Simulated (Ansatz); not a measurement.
An ideal cubic perovskite cell is held by its symmetry; such compounds can tilt or shift off centre at room temperature.

Data:

```
BaTiO3
1.0
    4.00768     0.00000     0.00000
    0.00000     5.66772     0.00000
    0.00000     2.83386     2.83386
Ba Ti O
1 1 3
Direct
  0.50000   0.50000   0.00000
  0.00000   0.00000   0.00000
  0.00000   0.50000   0.50000
  0.00000   0.00000   0.50000
  0.50000   0.00000   0.00000
```

Space group of this cell: Pm-3m, cubic perovskite. The cell is taken as given; by r2SCAN its mean pressure is -1.8 GPa.

Computed with r2SCAN (plane waves, PAW; Ansatz, a quantum-chemistry and plane-wave program).

The current runs along the normal of the first two printed vectors; no spin-orbit coupling. Scaled by the factor s: both lengths across the current (ions clamped). The meshes follow the cell: 8×10×10 and 8×6 across at s = 0.98, 10×10×10 and 8×6 across at s = 1.00, 8×10×10 and 8×6 across at s = 1.02.

```json
[
 {"s": "0.98", "mean pressure (GPa)": "5.9", "band gap (eV)": "?"},
 {"s": "1.00", "mean pressure (GPa)": "-1.8", "band gap (eV)": "2.15"},
 {"s": "1.02", "mean pressure (GPa)": "-8.0", "band gap (eV)": "1.99"}
]
```

Question: Take the slope of the band gap against ln s from the two given rows, extrapolate to s = 0.98, and say what the run there gives.

Answer: Slope = (1.99 − 2.15) / ln 1.02 = -8.08 eV. The line gives 2.15 + (-8.08) × ln 0.98 = 2.31 eV. The run gives 2.19 eV, 0.12 eV under the line, 75 % of the predicted step.
